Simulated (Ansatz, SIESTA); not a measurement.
## One structure in several programs: TePdSe (P3m1, 3 atoms in the cell)

Self-consistent single point.

```
TePdSe
1.0
    3.92744     0.00000     0.00000
   -1.96372     3.40126     0.00000
    0.00000     0.00000     5.02889
Te Pd Se
1 1 1
Direct
  0.00000   0.00000   0.73055
  0.33333   0.66667   0.00891
  0.66667   0.33333   0.26054
```

Shared settings, as Ansatz (a first-principles code) writes them: kpoints.mp_grid.grid = 10 10 7; magnetization.spin_orbit = true; scf.occupations.method = gaussian; scf.occupations.width = 0.1 eV. Potentials and cutoffs stand in the table.

| code | model | pressure (GPa) | largest force (eV/Å) | cutoff |
|---|---|---|---|---|
| Ansatz | PBEsol with spin-orbit coupling, PAW files made with PBE | -2.88 | 0.135 | 420 eV |
| SIESTA | GGA PBEsol with spin-orbit coupling, numerical atomic orbitals DZP, PseudoDojo PBEsol fully relativistic norm-conserving potentials (rewritten from UPF to PSML) | – | 0.210 | grid 400 Ry |

Size of the force on each atom (eV/Å): Sizes of forces hide their directions.

```tsv
code	Te1	Pd2	Se3
Ansatz	0.019	0.115	0.135
SIESTA	0.210	0.017	0.194
```

A dash marks a value that a program does not give, or that is left out as unsure.

The spread over the programs that give each value: largest force within 0.075 eV/Å.

SIESTA uses small atom-centred bases, whose incompleteness enters pressures, forces and empty levels differently from a plane-wave cutoff.

The starting cell comes from a database of computed structures (which also holds hypothetical and non-ambient phases and stackings), without a prior relaxation at this level.

Left out of this page: Elk (with a known weakness of the program).

Keys are those of Ansatz 0.2.
